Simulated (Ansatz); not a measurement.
The reference is AlRu in the CsCl type structure (space group Pm-3m, No. 221).

```xyz
2
Lattice="2.9825 0.0000 0.0000 0.0000 2.9825 0.0000 0.0000 0.0000 2.9825" Properties=species:S:1:pos:R:3 pbc="T T T"
Al     0.0000     0.0000     0.0000
Ru     1.4913     1.4913     1.4913
```

Cartesian axes are those of the cell as printed.

Computed with r2SCAN (Ansatz, a quantum-chemistry and plane-wave program, PAW, without spin-orbit coupling).

Base values:

| Property | Value |
|---|---|
| Pressure | 0.0 GPa |
| Shortest interatomic distance | 2.583 Å |

Perturbation: the cell is stretched by 0.47 % along y with no lateral relaxation; the atoms relax in the strained cell.

**Question.** Predict the new pressure.

**Answer.** The pressure (mean of the normal stresses, compression positive) goes from zero to -1.0 GPa.

**Question.** How does this affect the energy relative to the base?

**Answer.** The energy goes up by 0.3 meV/atom.

**Question.** What does the calculation give for the shortest interatomic distance after the change?

**Answer.** The shortest interatomic distance increases by 0.004 Å (2.583 Å → 2.587 Å).

Without a gap, meshes like the base's 16×16×16 leave anisotropic stresses uncertain by several tenths of a GPa, and small strain energies with them. Whether these cells are dynamically stable was not tested. The final runs are not spin-polarised.
